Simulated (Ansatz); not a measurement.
The parent structure is AlN in the zinc blende structure (space group F-43m, No. 216).

```xyz
2
Lattice="0.0000 2.1849 2.1849 2.1849 0.0000 2.1849 2.1849 2.1849 0.0000" Properties=species:S:1:pos:R:3 pbc="T T T"
Al     0.0000     0.0000     0.0000
N      1.0924     1.0924     1.0924
```

Computed with plane-wave PAW DFT at the r2SCAN level (Ansatz, an electronic-structure program, 500 eV), no SOC.

One change was made to it. Results:

```json
[
 {"quantity": "band gap", "base": "3.94 eV", "after": "3.97 eV"},
 {"quantity": "smallest direct gap", "base": "4.84 eV", "after": "5.22 eV"},
 {"quantity": "shortest interatomic distance", "base": "1.892 Å", "after": "1.867 Å"}
]
```

Question: Which change produced these results?
A. pressure 9 GPa
B. pressure 2.1 GPa
C. pressure 30 GPa
D. pressure −2 GPa
E. pressure −1 GPa

Answer: A, pressure 9 GPa. For comparison, the smallest direct gap in the other runs: pressure 2.1 GPa gives 4.93 eV; pressure −2 GPa gives 4.75 eV; pressure 30 GPa gives 5.95 eV; pressure −1 GPa gives 4.80 eV.

Load acts through the strain it causes; cell and atoms are relaxed under it. Stability against distortions was not tested. Tetrahedral semiconductors of this kind turn to denser phases somewhere between about 1 and 50 GPa; those were not computed, so compressed cells here can lie past the real transition. This is not the structure that AlN has at room temperature and ambient pressure.
